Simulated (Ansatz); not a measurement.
Input and output of a self-consistent single point for MoS2 (R3m, 3 atoms in the cell) (Ansatz, a quantum-chemistry and plane-wave program).

Method of the run: PBE, PAW files (plane waves; Ansatz).

```yaml
crystal:
  lattice:
    - [1.60011, 0.92382, 6.51451]
    - [-1.60011, 0.92382, 6.51451]
    - [0.00000, -1.84765, 6.51451]
  atoms:
    - { symbol: Mo, position: [0.00234, 0.00234, 0.00234] }
    - { symbol: S, position: [0.41294, 0.41294, 0.41294] }
    - { symbol: S, position: [0.25330, 0.25330, 0.25330] }
```

Reference input (self-consistent single point, DFT, PBE, plane waves, PAW files): basis.ecutwfc = 420 eV; kpoints.mp_grid.grid = 9 9 9; hamiltonian.xc = pbe; hamiltonian.pseudopotentials = {kind: paw} (the program's default PAW files); scf.occupations.method = fermi_dirac; scf.occupations.width = 0.01 eV. This run's input differs from it in these lines:

Ansatz 0.2 input:
```diff
@@ -18,3 +18,3 @@
 scf:
-  occupations: { method: fermi_dirac, width: 0.01 }
+  occupations: { method: fermi_dirac, width: 0.2 }
 output:
```

Output (repeated stretches shortened):

```
SCF iter   1: F=—  HF=-6763.575763 eV  |F-HF|=—  |Δ(HF+E_count)|=         —  Δρ=5.95e-2  dr2=2.59e0  ethr=3.10e-3  ⟨swp⟩=6.1  Hψ=9019  notcnv=0
all-band conjugate gradients solve this SCF's bands
preconditioner: auto → none
SCF iter   2: F=—  HF=-6763.086520 eV  |F-HF|=—  |Δ(HF+E_count)|=   4.89e-1  Δρ=4.15e-2  dr2=2.00e0  ethr=3.10e-3  ⟨swp⟩=3.0  Hψ=4024  notcnv=0
   [... lines left out ...]
SCF iter   7: F=—  HF=-6762.806566 eV  |F-HF|=—  |Δ(HF+E_count)|=   3.40e-4  Δρ=2.38e-4  dr2=3.37e-5  ethr=6.00e-6  ⟨swp⟩=2.3  Hψ=2404  notcnv=0
SCF iter   8: F=—  HF=-6762.806567 eV  |F-HF|=—  |Δ(HF+E_count)|=   1.31e-6  Δρ=6.00e-5  dr2=1.13e-6  ethr=1.30e-7  ⟨swp⟩=2.5  Hψ=2825  notcnv=0
SCF iter   9: F=—  HF=-6762.806567 eV  |F-HF|=—  |Δ(HF+E_count)|=   1.52e-7  Δρ=1.76e-5  dr2=1.17e-7  ethr=4.36e-9  ⟨swp⟩=2.4  Hψ=2824  notcnv=0
SCF iter  10: F=-6762.806567 eV  HF=-6762.806567 eV  |F-HF|=4.87e-9  |Δ(HF+E_count)|=   2.00e-8  Δρ=2.52e-6  dr2=6.82e-9  ethr=3.85e-10  ⟨swp⟩=8.1  Hψ=7586  notcnv=0
SCF 1 converged in 10 iterations: F = -6762.806567 eV  dr2 = 6.82e-9
Free energy (F): -6762.806567 eV
Internal energy: -6762.788217 eV  (E = F + TS)
E sigma→0 (E₀):  -6762.797392 eV
Entropy (-TS):   -0.018350 eV (-6.117 meV/atom)
Fermi energy:    9.934318 eV
--- Forces (eV/Å), atoms counted from 1 ---
  atom   1  Mo    -0.00000000     0.00000000    -1.43263024
  atom   2  S      0.00000000    -0.00000000     0.67311990
  atom   3  S     -0.00000000    -0.00000000     0.75950002
--- Stress (GPa, compression-positive) ---
       -0.783649       0.000000      -0.000000
        0.000000      -0.783649      -0.000000
        0.000000      -0.000000       0.263621
  P = ⅓ Tr σ = -0.4346 GPa (-4.346 kbar)
  The stress holds the Pulay correction. Without it, at fixed plane waves, as pw.x and ABINIT print it: P = -0.4609 GPa
```

The run converged in 10 iterations. Against the reference run the free energy falls by 1.1 meV/atom, the pressure hardly changes (-0.48 to -0.43 GPa), the largest force goes from 1.447 to 1.433 eV/Å and the gap on the mesh hardly changes (1.041 to 1.042 eV).

The starting cell comes from a database of computed structures (which also holds hypothetical and non-ambient phases and stackings), without a prior relaxation at this level. Its lattice was rescaled by up to half a per cent. One atom was moved a little off its site on purpose. Forces in this geometry exceed 1 eV/Å. Ansatz's pressure includes its estimate of the finite-basis (Pulay) stress.
